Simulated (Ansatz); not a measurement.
Consider ZrO₂ (space group P2_1/c, No. 14).

```cif
data_O8Zr4
_chemical_formula_sum 'Zr4 O8'
_space_group_name_H-M_alt 'P21/c'
_space_group_IT_number 14
_space_group_name_Hall '-P 2ybc'
_cell_length_a 5.18930
_cell_length_b 5.24180
_cell_length_c 5.37902
_cell_angle_alpha 90.000
_cell_angle_beta 99.669
_cell_angle_gamma 90.000
loop_
_atom_site_label
_atom_site_type_symbol
_atom_site_symmetry_multiplicity
_atom_site_Wyckoff_symbol
_atom_site_fract_x
_atom_site_fract_y
_atom_site_fract_z
_atom_site_occupancy
Zr1 Zr 4 e 0.27571 0.04384 0.21016 1
O1 O 4 e 0.06488 0.32613 0.35022 1
O2 O 4 e 0.54891 0.25674 0.02472 1
```

Level of theory: PBE, PAW, 420 eV (Ansatz, a quantum-chemistry and plane-wave program; no SOC), earlier PAW set.

For the base:

| Property | Result |
|---|---|
| Density | 5.67 g/cm³ |

Perturbation: hydrostatic tension (pressure −2 GPa).

Problem. What does the calculation give for the density after the change?

Solution. The density drops by 0.06 g/cm³, from 5.67 g/cm³ to 5.61 g/cm³.

Load acts through the strain it causes; cell and atoms are relaxed under it. Whether these cells are dynamically stable was not tested.
